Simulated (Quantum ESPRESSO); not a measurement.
# σxx against uniaxial strain in fcc Pt (space group 225): C11 (Quantum ESPRESSO, LDA)

```
Pt
1.0
    0.00000     1.94621     1.94621
    1.91701     0.00000     1.94621
    1.91701     1.94621     0.00000
Pt
1
Direct
  0.00000   0.00000   0.00000
```

Method of the run: LDA (PZ), GBRV 1.5 ultrasoft (LDA) pseudopotentials (plane waves; Quantum ESPRESSO 7.5). Settings: ecutwfc = 52 Ry; ecutrho = 416 Ry; occupations = smearing; smearing = fermi-dirac; degauss = 0.0036749 Ry; potentials = {Pt: pt_lda_v1.4.uspp.F.UPF}; K_POINTS = automatic 38 38 38 0 0 0; conv_thr = 1e-10 Ry. The cell above is the first row's. The rows stretch one cube axis (x) by the strain ε and hold the other two. Stress is positive in tension. In all rows the k mesh is held.

| ε (%) | σxx (GPa) |
|---|---|
| -1.5 | -5.85 |
| -1.0 | -3.79 |
| -0.5 | -1.79 |
| 0.0 | 0.16 |
| 0.5 | 2.05 |
| 1.0 | 3.87 |
| 1.5 | 5.65 |
| 2.0 | ? |

Taking a parabola for σxx over the 7 complete rows: Least squares gives σxx = 0.158 + 3.8329·ε - 0.1152·ε². Residuals (row less fit): 0.001, 0.000, -0.003, 0.002, 0.004, -0.006, 0.002; standard error 0.004 (degrees of freedom: 4). The slope at ε = 0, 3.8329 GPa per cent, gives C11 ≈ 100 × 3.8329 = 383 GPa, for the static lattice.

Task: Estimate the missing σxx (ε = 2.0); what did the run itself give?

Result: σxx = 0.158 + 3.8329 × 2.0 - 0.1152 × 2.0² = 7.363 GPa. The calculation gives 7.37 GPa, 0.007 GPa above the prediction (0.1 % of the range of σxx in the table). The row lies outside the fitted rows, so this is an extrapolation. From the scatter of the fitted rows alone, a prediction at this place has a standard error of 0.008 GPa, so the miss is 0.9 times that.

Carrying the step between the two nearest rows on in a straight line would have given 7.43, off by 0.06; series whose last step already gives the withheld value aren't shown. The reference cell has the volume at which an earlier scan in this program and functional put its minimum by a fit. The unstrained cell stands at a pressure of -0.16 GPa, and the constants belong to that pressure. Spin polarisation is off. Spin-orbit coupling is off. Without a gap such slopes are sensitive to mesh and smearing. Cutoffs and mesh are single choices, not tested for convergence of this quantity. Series with a scatter that would blur these digits, or in which a gap closes, are not shown. Strain series were run only where this level's volume lies within 10 % of a first guess from the measured size.
